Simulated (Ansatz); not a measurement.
Predicting a run: wurtzite GaN (P6_3mc), biaxial stress in the basal plane (tension)

Cell and atoms relaxed with PBEsol to each stress σ (compression positive); gaps by r2SCAN with spin-orbit coupling, rigid bands (plane waves, PAW; Ansatz, a first-principles code). Unloaded cell: a = 3.1826 Å, b = 3.1826 Å, c = 5.1854 Å, α = 90.00°, β = 90.00°, γ = 120.00°.

```tsv
σ (GPa)	strain along basal x (%)	gap (eV)
0	0	2.348
-4.00	0.97	2.250
-12.00	3.19	1.931
-16.00	4.49	1.750
```

### Question
Fit E_g = 2.348 eV + aσ + bσ² and ε = cσ + dσ² to the loaded rows by least squares.

### Answer
a = 0.0231 eV/GPa, b = -9.11e-04 eV/GPa²; c = -0.226 %/GPa, d = 0.00338 %/GPa².

### Question
One run was withheld, at σ = -8.00 GPa. Predict its gap and its strain along basal x, then set them beside the run.

### Answer
E_g = 2.348 + (0.0231)(-8.00) + (-9.11e-04)(-8.00)² = 2.105 eV and ε = (-0.226)(-8.00) + (0.00338)(-8.00)² = 2.02 %. The run gave 2.098 eV and 2.02 %, misses of 0.007 eV and 0.00 percentage points.

Gaps are resolved to about 0.01 eV; third decimals are kept for the arithmetic. Every relaxation keeps the wurtzite phase (space group P6_3mc under this load), so a transition, a distortion that breaks the symmetry or fracture can't show.
